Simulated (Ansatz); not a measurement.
How far to go with the k-point mesh: TiZn (P4mm, 2 atoms in the cell)

```xyz
2
Lattice="3.1331 0.0000 0.0000 0.0000 3.1331 0.0000 0.0000 0.0000 3.1331" Properties=species:S:1:pos:R:3 pbc="T T T"
Ti     1.5666     1.5666     1.6166
Zn     0.0000     0.0000     0.0000
```

Method of the run: PBEsol, default PAW files made with PBE (plane waves; Ansatz, a first-principles code).

Base settings: basis.ecutwfc = 420 eV; kpoints.mp_grid.grid = 11 11 11; hamiltonian.xc = pbesol; hamiltonian.pseudopotentials = {kind: paw} (the program's default PAW files); scf.occupations.method = gaussian; scf.occupations.width = 0.1 eV.

The second cell is the first with its lattice scaled by 0.98.

Only quantities that move along the ladder and can be compared are tabulated.

The count of work is k-points × plane waves × bands × iterations; it is no time. 

The starting cell comes from a database of computed structures (which also holds hypothetical and non-ambient phases and stackings), without a prior relaxation at this level. Its lattice was rescaled by up to half a per cent. One atom was moved a little off its site on purpose. Spin polarisation is off. In the base run, with a pressure of about -4 GPa the cell is away from its equilibrium volume at this level. Ansatz's pressure includes its estimate of the finite-basis (Pulay) stress.

```csv
kpoints.mp_grid.grid,free energy less the last step's (meV/atom),energy of the compressed cell less the first (meV/atom),pressure (GPa),largest difference of a force vector from the last step's (eV/Å),count of work / last
2 2 2,83.33,0.47,-3.75,0.428,0.011
3 3 3,-50.55,-4.40,-4.45,0.007,0.0064
4 4 4,43.19,2.92,-3.16,0.003,0.019
5 5 5,-1.87,-1.30,-3.85,0.000,0.019
6 6 6,0.55,-0.09,-3.67,0.002,0.043
7 7 7,-1.94,-0.75,-3.77,0.000,0.043
8 8 8,0.03,-0.48,-3.72,0.001,0.080
9 9 9,0.01,-0.70,-3.76,0.001,0.080
10 10 10,0.32,-0.36,-3.70,0.000,0.13
11 11 11,0.07,-0.59,-3.74,0.001,0.13
12 12 12,-0.20,-0.53,-3.73,0.000,0.21
14 14 14,0.00,-0.51,-3.73,0.000,0.31
15 15 15,0.00,-0.50,-3.72,0.000,0.31
17 17 17,0.01,-0.50,-3.72,0.000,0.43
18 18 18,0.00,-0.52,-3.73,0.000,0.59
20 20 20,0.01,-0.51,-3.73,0.000,0.78
23 23 23,0.00,-0.51,-3.73,0.000,1.0
```

Coarsest kpoints.mp_grid.grid that holds the free energy within 0.5 meV/atom of the last step, with all finer ones: 8 8 8, at 0.080 of the last step's count of work; the step before is off by 1.9 meV/atom.

Coarsest kpoints.mp_grid.grid that holds the forces within 0.02 eV/Å of the last step, with all finer ones: 3 3 3, at 0.0064 of the last step's count of work; the step before is off by 0.43 eV/Å.

Coarsest kpoints.mp_grid.grid that holds the pressure within 0.5 GPa of the last step, with all finer ones: 5 5 5, at 0.019 of the last step's count of work; the step before is off by 0.57 GPa.

The energy difference between the two cells stays within 1 meV/atom of the last step's from 5 5 5 on, the total only from 8 8 8 on: much of the error is common to both cells and cancels.

Keys are those of Ansatz 0.2.
